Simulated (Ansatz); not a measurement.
**SiO2: response to strain**

Take SiO$_{2}$ (space group P3_221, No. 154; a = 4.9490 Å, c = 5.4415 Å) as the base. Axes: x lies along a and z along c of the hexagonal cell.

Strains are applied to the cell and any free atomic positions relax.

Calculations: DFT with PBEsol, PAW potentials and a 420 eV plane-wave cutoff in Ansatz (a program for electronic structure), spin-orbit coupling left out.

Candidates:
(a) uniaxial strain ε_zz = −2.25 %
(b) uniaxial strain ε_zz = −3.00 %
(c) uniaxial strain ε_zz = −0.75 %

Notes on the quantities. energy relative to the base: free energy F.

### Question
Order them by energy relative to the base, lowest first.

### Answer
(c) uniaxial strain ε_zz = −0.75 % (+0.2 meV/atom), (a) uniaxial strain ε_zz = −2.25 % (+2.0 meV/atom), (b) uniaxial strain ε_zz = −3.00 % (+3.6 meV/atom)

No phonon test of stability was made.
